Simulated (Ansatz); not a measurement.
Input:

```xyz
3
Lattice="3.4588 0.0000 0.0000 -1.7294 3.0722 0.0000 0.0000 0.0000 5.5768" Properties=species:S:1:pos:R:3 pbc="T T T"
Hf     0.0000     0.0000     0.0000
S      1.7294     1.0370     1.4797
S      0.0000     2.0352     4.0972
```

No spin polarisation.

Method: Ansatz (an electronic-structure program) PBEsol-D3(BJ), without spin-orbit coupling. Settings: 11×11×6 k-points, 0.05 eV Fermi–Dirac smearing.

**Question.** Predict the valence-band top at Γ (three highest levels, from the VBM).

**Answer.** 0.00, -0.12, -0.30 eV.

**Question.** What is the computed band gap?

**Answer.** 0.25 eV.

**Question.** What pressure (mean of the normal stresses, compression positive) does the calculation give?

**Answer.** 1.71 GPa.

With Hf present, leaving out spin-orbit coupling can change the band edges. The cells carry an imposed strain or load. Whether these cells are dynamically stable was not tested. The cell was made from HfS₂ in the CdI2 type structure (space group P-3m1, No. 164; layered, stacked along the Cartesian z axis) by this change: uniaxial strain ε_xx = −2.50 %. A zero or small gap of HfS2 under uniaxial strain ε_xx = −2.50 % can be the functional's error rather than a property of the material.
